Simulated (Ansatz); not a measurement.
**How far PBE and r2SCAN part for CdSe, biaxial strain −4.42 %, plane normal [001], relaxed out of plane**

The parent structure is CdSe in the wurtzite structure (space group P6_3mc, No. 186; a = 4.3827 Å, c = 7.1545 Å). Axes: x lies along a and z along c of the hexagonal cell.

(Cell as relaxed with PBE.)

Levels (all Ansatz, an electronic-structure program, PAW): PBE (420 eV, spin-orbit coupling left out); r2SCAN (500 eV, no SOC).

Each level relaxes its own structure.

```tsv
base	PBE	r2SCAN
volume per atom	29.75 Å³	28.86 Å³
lattice parameter a	4.383 Å	4.340 Å
band gap	0.54 eV	1.11 eV
```

It is then changed as follows: compressive biaxial strain of 4.42 % in the plane normal to [001], as in epitaxy on a mismatched substrate; the out-of-plane cell vector and the atoms relax.

| quantity | PBE | r2SCAN |
|---|---|---|
| shift of the gap caused by the change | -0.13 eV | -0.17 eV |
| valence-band top at Γ (three highest levels, from the VBM) | 0.00, 0.00, -0.48 eV | 0.00, 0.00, -0.51 eV |
| ratio −ε⊥/ε∥ | 0.85 | 0.91 |

PBE's shift of the gap caused by the change lies 0.046 eV above r2SCAN's; PBE's ratio −ε⊥/ε∥ lies 0.06 below r2SCAN's. Neither level is exact; r2SCAN is the comparison here, not a measurement.

Stability against distortions was not tested.
